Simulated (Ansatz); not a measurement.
Take KTaO3 in the cubic perovskite structure (space group Pm-3m, No. 221) as the base.

```
KTaO3
1.0
    3.98928     0.00000     0.00000
    0.00000     3.98928     0.00000
    0.00000     0.00000     3.98928
K Ta O
1 1 3
Direct
  0.00000   0.00000   0.00000
  0.50000   0.50000   0.50000
  0.00000   0.50000   0.50000
  0.50000   0.50000   0.00000
  0.50000   0.00000   0.50000
```

Level of theory: r2SCAN/PAW in Ansatz (a program for electronic structure), scalar-relativistic without spin-orbit coupling, earlier PAW set.

For the base:

```
Property                       Value
-------------------  ---------------
Lattice parameter a          3.989 Å
Band gap                     2.64 eV
Gap character        indirect, R → Γ
```

The change: hydrostatic tension (pressure −1 GPa).

Q: What happens to the lattice parameter a, band gap and gap character?

A: The lattice parameter a rises by 0.0065 Å, from 3.989 Å to 3.996 Å; the band gap shrinks by 0.01 eV to 2.63 eV; the gap character is still indirect, R → Γ.

With Ta present, leaving out spin-orbit coupling can change the band edges. Load acts through the strain it causes; cell and atoms are relaxed under it. No phonon test of stability was made.
